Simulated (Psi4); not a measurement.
Psi4 1.11, unrestricted BP86/def2-svpd: W(O)2(OH)2 triplet ([O]=[W](=[O])([OH])[OH]), charge 0, multiplicity 3, 7 atoms. The geometry is a generated start, not checked to be a minimum at this level.

| Property | Value |
|---|---|
| task | energy |
| method | bp86 |
| basis | def2-svpd |
| memory | 3 GB |
| maxiter | 100 |
| keys of the molecule block | symmetry c1 |
| scf_type | df (default) |
| e_convergence | 1e-06 (default) |
| d_convergence | 1e-06 (default) |
| dft_radial_points | 75 (default) |
| dft_spherical_points | 302 (default) |
| effective core potentials | those of the basis set, past Kr |
| basis functions | 143 |
| grid points | 152897 |

```xyz
7

W      0.4456     0.0031     0.0580
O      1.5691     0.7887    -0.9389
O      1.2294    -0.7955     1.3313
O     -0.5182    -1.2320    -0.9527
H     -0.7949    -1.9634    -1.5209
O     -0.7563     1.2420     0.7598
H     -1.1749     1.9571     1.2635
```

Charge 0 and multiplicity 3 are set for this test and not shown to be the ground state.

With the defaults (diis_max_vecs = 10, diis = true, scf_initial_accelerator = adiis, damping_percentage = 0, level_shift = 0, level_shift_cutoff = 0.01, guess = auto, which took SAD, soscf = false, soscf_start_convergence = 0.01) it converges in 16 SCF iterations. One run each on 2 threads, with these changes:
- level_shift = 0.1, level_shift_cutoff = 0.001
- guess = gwh
- guess = core
- guess = sap
- diis_max_vecs = 3
- scf_initial_accelerator = ediis
- diis = false, scf_initial_accelerator = none, damping_percentage = 60
- soscf = true, soscf_start_convergence = 0.001
- guess = sapgau

Q: Name the settings that don't reach the solution of the defaults.

A: No convergence: diis_max_vecs = 3; diis = false, scf_initial_accelerator = none, damping_percentage = 60 (the run ends without SCF convergence in 100 iterations). The rest reach the solution of the defaults.

```tsv
setting	SCF iterations	JK calls	end
level_shift = 0.1, level_shift_cutoff = 0.001	12	13	same solution
the defaults	16	17	same solution
scf_initial_accelerator = ediis	16	17	same solution
guess = core	17	17	same solution
soscf = true, soscf_start_convergence = 0.001	17	48	same solution
guess = sap	19	19	same solution
guess = gwh	19	19	same solution
guess = sapgau	28	28	same solution
diis_max_vecs = 3	100	101	no convergence
diis = false, scf_initial_accelerator = none, damping_percentage = 60	100	101	no convergence
```

An SOSCF iteration holds several JK calls; a Hückel guess adds calls on atoms. 1 further run of the study ended by our limits or in an error and is left out.
